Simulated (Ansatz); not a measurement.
Base system: CdS in the wurtzite structure (space group P6_3mc, No. 186).

```cif
data_Cd2S2
_chemical_formula_sum 'Cd2 S2'
_space_group_name_H-M_alt 'P 1'
_space_group_IT_number 1
_cell_length_a 4.19659
_cell_length_b 4.19659
_cell_length_c 6.83017
_cell_angle_alpha 90.000
_cell_angle_beta 90.000
_cell_angle_gamma 120.000
loop_
_space_group_symop_operation_xyz
  'x, y, z'
loop_
_atom_site_label
_atom_site_type_symbol
_atom_site_fract_x
_atom_site_fract_y
_atom_site_fract_z
_atom_site_occupancy
Cd1 Cd 0.33333 0.66667 0.99917 1
Cd2 Cd 0.66667 0.33333 0.49917 1
S1 S 0.33333 0.66667 0.37563 1
S2 S 0.66667 0.33333 0.87563 1
```

All numbers come from PBE in Ansatz (plane waves to 420 eV, PAW, without spin-orbit coupling), earlier PAW set.

One change was made to it. Results:

```json
[
 {"quantity": "valence-band top at Γ (three highest levels, from the VBM)", "base": "0.00, 0.00, -0.04 eV", "after": "0.00, 0.00, -1.03 eV"},
 {"quantity": "band gap", "base": "1.11 eV", "after": "0.20 eV"},
 {"quantity": "volume per atom", "base": "26.04 Å³", "after": "17.16 Å³"},
 {"quantity": "c/a ratio", "base": "1.628", "after": "2.101"}
]
```

Task: What was done to the base?
A. pressure 1.8 GPa
B. pressure 9 GPa
C. pressure 45 GPa

Result: C, pressure 45 GPa. For comparison, the band gap in the other runs: pressure 9 GPa gives 1.39 eV; pressure 1.8 GPa gives 1.18 eV.

From pressure 45 GPa on, the axis ratios lie over 15 % from the base's, so the cell there is far from its starting form. Load acts through the strain it causes; cell and atoms are relaxed under it. Whether these cells are dynamically stable was not tested. Measured, CdS leaves this structure (for rock salt) near 2.54 GPa (temperature not stated; as listed in Datta, Sujoy, Jana, Debnarayan, arXiv (2020)), on rising pressure, with hysteresis. A zero or small gap of CdS under pressure 45 GPa can be the functional's error rather than a property of the material.

Ansatz is an electronic-structure program.
